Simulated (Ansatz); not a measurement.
The starting structures come from a database of crystals and need not be the phases stable at ambient conditions.

Data:

```
CELL_PARAMETERS angstrom
      4.97914     0.00000     0.00000
      0.86269     5.12315     0.00000
      0.00000     0.00000     5.04121
ATOMIC_POSITIONS crystal
  Ta 0.70701 0.71587 0.45519
  Ta 0.29299 0.28413 0.54481
  Ta 0.29299 0.78413 0.95519
  Ta 0.70701 0.21587 0.04481
  N  0.55597 0.97935 0.74397
  N  0.44403 0.02065 0.25603
  N  0.44403 0.52065 0.24397
  N  0.55597 0.47935 0.75603
  O  0.93751 0.34712 0.32575
  O  0.06249 0.65288 0.67425
  O  0.06249 0.15288 0.82575
  O  0.93751 0.84712 0.17425
```

Space group of this cell: P2_1/c. The cell is taken as given; by r2SCAN its mean pressure is -1.6 GPa.

Transport runs along the normal of the first two printed cell vectors.

The gap is the functional's own, uncorrected, and κ follows it; spin-orbit coupling is left out. Mid-gap values are interpolated between the computed energies.

### Question
Give the band gap and the smallest decay constant κ at mid-gap that r2SCAN (Ansatz, a first-principles code) yields.

### Answer
Gap 2.33 eV on a 6×6×6 mesh; κ = 0.275 1/Å, at the zone centre.
